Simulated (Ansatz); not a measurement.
# A computed series for WC: response to strain

Base system: WC (space group P-6m2, No. 187; relaxed with 0.1 eV smearing).

```
WC
1.0
    2.92246     0.00000     0.00000
   -1.46123     2.53092     0.00000
    0.00000     0.00000     2.84619
W C
1 1
Direct
  0.00000   0.00000   0.00000
  0.33333   0.66667   0.50000
```

Cartesian axes are those of the cell as printed.

Strains are applied to the cell and any free atomic positions relax; under biaxial strain the out-of-plane vector relaxes too.

Level of theory: PBE/PAW in Ansatz (a program for electronic structure), no SOC.

Notes on the quantities. in-plane stress: mean in-plane stress (compression positive).

```tsv
variant	out-of-plane strain	in-plane stress	shortest interatomic distance
base	–	–	4.171 bohr
biaxial strain −3.00 %, plane normal [001], relaxed out of plane	+1.18 %	+29.5 GPa	4.119 bohr
biaxial strain −2.00 %, plane normal [001], relaxed out of plane	…	…	…
biaxial strain −1.50 %, plane normal [001], relaxed out of plane	+0.56 %	+13.9 GPa	4.145 bohr
biaxial strain −1.00 %, plane normal [001], relaxed out of plane	+0.37 %	+9.0 GPa	4.153 bohr
biaxial strain −0.50 %, plane normal [001], relaxed out of plane	+0.18 %	+4.4 GPa	4.162 bohr
biaxial strain +0.50 %, plane normal [001], relaxed out of plane	-0.18 %	-4.2 GPa	4.180 bohr
biaxial strain +1.00 %, plane normal [001], relaxed out of plane	-0.35 %	-8.3 GPa	4.190 bohr
biaxial strain +2.50 %, plane normal [001], relaxed out of plane	-0.85 %	-19.3 GPa	4.218 bohr
biaxial strain +3.00 %, plane normal [001], relaxed out of plane	-1.01 %	-22.7 GPa	4.228 bohr
```

Problem. Complete the table.

Solution. 
- biaxial strain −2.00 %, plane normal [001], relaxed out of plane, out-of-plane strain: +0.76 %
- biaxial strain −2.00 %, plane normal [001], relaxed out of plane, in-plane stress: +18.9 GPa
- biaxial strain −2.00 %, plane normal [001], relaxed out of plane, shortest interatomic distance: 4.136 bohr

Whether these cells are dynamically stable was not tested. All final runs are without spin polarisation.
